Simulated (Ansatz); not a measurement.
Time series of an NVE run of composition Si3Ge, cell Si48Ge16, held well above this temperature first, at a temperature that wasn't checked against the liquidus, so perhaps supercooled [in the run: it was liquid; density 3.26 g/cm³]. Method: PBE (plane waves, PAW; Ansatz, a quantum-chemistry and plane-wave program). Free energies are counted from the first row's. On the run's last frame a denser k-mesh moved the forces by 0.113 eV/Å rms, the static pressure by 0.00 GPa and the free energy by 3 meV/atom, which is about how far such values are converged.

| t (fs) | F − F0 (eV) | E_kin (eV) | P (GPa) |
|---|---|---|---|
| 0.0 | 0.000 | 14.608 | 1.21 |
| 136.0 | 2.087 | 12.524 | 3.33 |
| 272.0 | -0.004 | 14.617 | 0.33 |
| 408.0 | -0.976 | 15.590 | -0.23 |
| 544.0 | 2.164 | 12.449 | 1.68 |
| 680.0 | 0.247 | 14.367 | -0.69 |
| 816.0 | 2.471 | 12.142 | 0.86 |
| 952.0 | -0.135 | 14.747 | 0.38 |
| 1088.0 | 0.086 | 14.527 | -0.83 |
| 1224.0 | 0.001 | 14.613 | -0.11 |
| 1360.0 | 0.360 | 14.250 | 0.26 |
| 1496.0 | 0.472 | 14.139 | 0.66 |
| 1632.0 | -1.228 | 15.839 | 1.08 |
| 1768.0 | 0.882 | 13.734 | 1.38 |
| 1904.0 | -0.233 | 14.845 | -0.56 |
| 2040.0 | -0.087 | 14.695 | 0.32 |
| 2176.0 | 0.949 | 13.661 | 1.67 |
| 2312.0 | 0.410 | 14.203 | 1.49 |
| 2448.0 | 0.265 | 14.349 | -0.52 |
| 2584.0 | 0.459 | 14.156 | 1.85 |
| 2720.0 | 1.452 | 13.165 | 0.71 |
| 2856.0 | 1.118 | 13.497 | -0.29 |
| 2992.0 | 1.243 | 13.374 | 0.96 |
| 3128.0 | 1.018 | 13.599 | 2.07 |
| 3264.0 | -1.000 | 15.606 | 2.06 |
| 3400.0 | -0.322 | 14.932 | 0.53 |
| 3536.0 | -0.089 | 14.697 | -0.20 |
| 3672.0 | -0.071 | 14.683 | 0.76 |
| 3808.0 | 0.364 | 14.252 | -0.78 |
| 3944.0 | -2.610 | 17.218 | 0.50 |
| 4080.0 | 1.208 | 13.407 | 0.89 |
| 4216.0 | -1.055 | 15.663 | -0.30 |
| 4352.0 | 0.574 | 14.038 | 0.86 |
| 4488.0 | 0.246 | 14.370 | -0.42 |
| 4624.0 | 0.098 | 14.519 | 0.26 |
| 4760.0 | 2.634 | 11.984 | 1.00 |
| 4896.0 | 0.951 | 13.660 | 0.88 |
| 5032.0 | -0.601 | 15.212 | -1.01 |
| 5168.0 | -0.691 | 15.300 | -0.39 |
| 5304.0 | 1.602 | 13.012 | 0.74 |
| 5440.0 | 0.242 | 14.369 | 0.60 |
| 5576.0 | 0.093 | 14.520 | -0.12 |
| 5712.0 | -1.181 | 15.790 | 0.24 |
| 5848.0 | -0.307 | 14.918 | 0.73 |
| 5984.0 | 1.835 | 12.780 | 1.33 |
| 6120.0 | 1.626 | 12.988 | 1.02 |
| 6256.0 | -0.541 | 15.153 | 0.22 |
| 6392.0 | 0.487 | 14.128 | -0.25 |
| 6528.0 | 0.946 | 13.671 | -0.40 |
| 6664.0 | 1.425 | 13.190 | 0.09 |
| 6800.0 | 0.415 | 14.195 | 1.56 |
| 6936.0 | -0.511 | 15.125 | 0.92 |

### Question
Estimate the mean temperature and pressure of the run and judge its energy conservation.

### Answer
With 3N − 3 = 189 degrees of freedom, T = 2⟨E_kin⟩/((3N − 3)k_B) = 1743 ± 8 K over all steps; mean pressure 0.59 ± 0.10 GPa; F + E_kin drifts by 0.00 meV/atom per ps, negligible against the kinetic energy of 225 meV/atom.
